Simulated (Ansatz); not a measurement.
Structures of equal composition on the (100) surface of rock-salt TiN: W on all Ti sites of the second plane; W on all Ti sites of the top plane. The slabs share one bottom face, and each structure is named by its start. These are constructed structures in small cells; real faces may alloy, dewet or reconstruct in larger ones, and not all known structures of the face are among them. Slabs of about 10 Å, Fermi-Dirac smearing of 0.1 eV. Bottom of the slabs: a bare face, its two planes held. Relaxed from the named starts with such symmetry as they have, on meshes of like density; energies extrapolated to zero smearing; spin only where a row says so; no spin-orbit coupling, no U. Brackets mark spin-polarised runs, whose order is one that fits the cell.

All values below come from r2SCAN, at the PBE geometry (plane waves to 500 eV, PAW; Ansatz, a first-principles code).

Question: Order them by energy per 1x1 cell (lowest first) at the level r2SCAN, at the PBE geometry.

Answer: W on all Ti sites of the top plane (0.000 eV), W on all Ti sites of the second plane (0.234 eV)
